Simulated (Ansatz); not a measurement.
## W: pressure series

Consider W (space group Pm-3n, No. 223; a = 5.033 Å).

Cell and atoms are relaxed at each pressure.

Method: PBEsol (Ansatz, a first-principles code), no spin-orbit coupling.

Two rows of this table had their results exchanged by mistake.

| pressure | volume per atom (Å³) | shortest distance (Å) | band gap |
|---|---|---|---|
| pressure −1 GPa | 15.69 | 2.504 | zero |
| pressure 0.3 GPa | 15.92 | 2.516 | zero |
| pressure 0.7 GPa | 15.90 | 2.515 | zero |
| pressure 1.5 GPa | 15.86 | 2.513 | zero |
| pressure 3 GPa | 15.79 | 2.509 | zero |
| pressure 5 GPa | 15.99 | 2.519 | zero |
| pressure 7.5 GPa | 15.58 | 2.498 | zero |
| pressure 10 GPa | 15.47 | 2.492 | zero |

Which two?

The rows for pressure −1 GPa and pressure 5 GPa: the volume has to fall steadily with pressure, so 15.99 Å³ belongs to pressure −1 GPa and 15.69 Å³ to pressure 5 GPa.

Load acts through the strain it causes; cell and atoms are relaxed under it. No phonon test of stability was made. Competing high-pressure phases were not computed. The final runs are not spin-polarised. This is not the structure that W has at room temperature and ambient pressure.
